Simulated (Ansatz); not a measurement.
Consider TiO2 in the anatase structure (space group I4_1/amd, No. 141; a = 3.739 Å, c = 9.455 Å). Axes: x, y, z lie along a, b, c of the conventional cell.

Computed with LDA (Ansatz, a quantum-chemistry and plane-wave program, PAW, spin-orbit coupling left out).

Modification: the cell is stretched by 1.80 % along x with no lateral relaxation, atoms relaxed at fixed cell.

Problem. Predict the stress tensor and what it implies for the stiffness.

Solution. Stress of the strained cell less that of the base (GPa, compression positive):
```
  -6.48    0.00    0.00
   0.00   -2.77    0.00
   0.00    0.00   -2.62
```

Then −Δσ_ii/ε with ε = 0.0180 gives secant stiffness values (nonlinear terms included at this strain): C11 ≈ 360 GPa, C12 ≈ 154 GPa and C13 ≈ 146 GPa.

As a check, the harmonic strain energy −½ V₀ Δσ:ε is 4.0 meV/atom; the computed energy rise is 4.1 meV/atom.

Stability against distortions was not tested. The final runs are not spin-polarised.
